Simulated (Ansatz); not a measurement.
ZrAl3 (I4/mmm): band-structure transport figures

Here is the system:

```
CELL_PARAMETERS angstrom
     -1.99255     1.99255     8.59023
      1.99255    -1.99255     8.59023
      1.99255     1.99255    -8.59023
ATOMIC_POSITIONS crystal
  Zr 0.11875 0.11875 0.00000
  Zr 0.88125 0.88125 0.00000
  Al 0.00000 0.50000 0.50000
  Al 0.50000 0.00000 0.50000
  Al 0.25000 0.75000 0.50000
  Al 0.75000 0.25000 0.50000
  Al 0.37477 0.37477 0.00000
  Al 0.62523 0.62523 0.00000
```

All values below come from PBEsol, rigid bands (plane waves, PAW, scalar-relativistic; Ansatz, a first-principles code). Cell: cell and atoms relaxed with PBEsol.

```
Item                                                               Result
------------------------------------  -----------------------------------
density of states at the Fermi level    2.04 states/(eV·cell), both spins
bare Sommerfeld coefficient                     0.60 mJ/(mol of atoms·K²)
Drude plasma energy                          4.7 (x), 4.7 (y), 3.4 (z) eV
root-mean-square Fermi velocity                                 6.9e5 m/s
resistivity times τ                   22 (x), 22 (y), 42 (z) ×10⁻²² Ω·m·s
```

A metal at this level (no band gap); rigid bands, thermally averaged at 300 K, both spins. Spin-orbit coupling is left out. τ is one relaxation time for all states.

Formula and space group known from diffraction (Crystallography Open Database), not checked to be the room-temperature form: ZrAl3 (I4/mmm).
